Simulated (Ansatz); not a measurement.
Effect of isotropic strain +1.50 % on Cd

Base system: Cd in the hcp (Mg type) structure (space group P6_3/mmc, No. 194; a = 3.029 Å, c = 5.759 Å; relaxed with 0.1 eV smearing).

Perturbation: an isotropic linear strain of +1.50 %; the atoms relax in the strained cell.

Computed with PBE in Ansatz (plane waves to 420 eV, PAW, scalar-relativistic without spin-orbit coupling). Settings: 22×22×10 k-points, 0.1 eV Fermi–Dirac smearing.

The volume per atom grows by 1.045 Å³ to 23.93 Å³ and the space group is still P6_3/mmc (No. 194). The shortest interatomic distance grows by 0.0454 Å, from 3.029 Å to 3.075 Å and the energy rises by 5.8 meV/atom. The pressure (mean of the normal stresses, compression positive) goes from zero to -1.7 GPa and the band gap stays zero.

Final structure:

```
CELL_PARAMETERS angstrom
      3.07488     0.00000     0.00000
     -1.53744     2.66292     0.00000
      0.00000     0.00000     5.84530
ATOMIC_POSITIONS crystal
  Cd 0.66667 0.33333 0.75000
  Cd 0.33333 0.66667 0.25000
```

Cost of the whole job for the changed cell (relaxation, final SCF and bands): around 11 core-seconds (rough).

No phonon test of stability was made.

Ansatz is a first-principles code.
